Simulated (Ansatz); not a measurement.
Functionals compared on H on the 1x1 (0001) surface of corundum (cut with top plane Al), one in a 1x1 cell, started at the site 'top O', in Ansatz (plane waves, PAW). The structure was relaxed with PBE; the other rows are single points on it, each with its references at the same level. Cutoff 420 eV (500 eV for r2SCAN). The points keep PBE's geometry, so the relaxation of a polaron and the settling of charge on one site are left out.

Host crystal: corundum, with a band gap (PBE, scalar-relativistic without spin-orbit coupling).

Model: 21-atom slab, 6.7 Å thick at the start under the adsorbate (thin: gaps and levels are the slab's own), 6x6x1 mesh, Fermi-Dirac 0.01 eV, dipole correction, 9 atoms held, the rest relaxed; no symmetry held; spin-polarised, ending with about 1.0 μB a cell; orders that need a larger cell were not tried, no spin-orbit, no U, no dispersion correction. At the end it is bonded to O. In PBE it is, or lies within 0.03 eV of, the lowest of the starts that converged. These notes are the PBE run's. r2SCAN: The program's check for a lower electronic state was not made. Adsorption energies are against ½ H2(g). A negative adsorption energy means that the adsorbate is more stable on the surface than in its reference.

```
functional  adsorption energy (eV)  gap of the slab on its k-mesh (eV)  highest filled level below the top vacuum level (eV)  magnetic moment of the cell (μB)         rough cost of the single point
----------  ----------------------  ----------------------------------  ----------------------------------------------------  --------------------------------  -------------------------------------
PBE                           1.31                                0.76                                                  4.51                              1.00                                      –
RPBE                             ?                                   ?                                                     ?                              1.00  about 6 core-minutes (a rough figure)
r2SCAN                        1.33                                1.38                                                  4.80                              1.00         around 11 core-minutes (rough)
```

Q: What belongs in the gaps?

A: 
- RPBE, adsorption energy (eV): 1.36
- RPBE, gap of the slab on its k-mesh (eV): 0.82
- RPBE, highest filled level below the top vacuum level (eV): 4.47

Ansatz is a quantum-chemistry and plane-wave program.
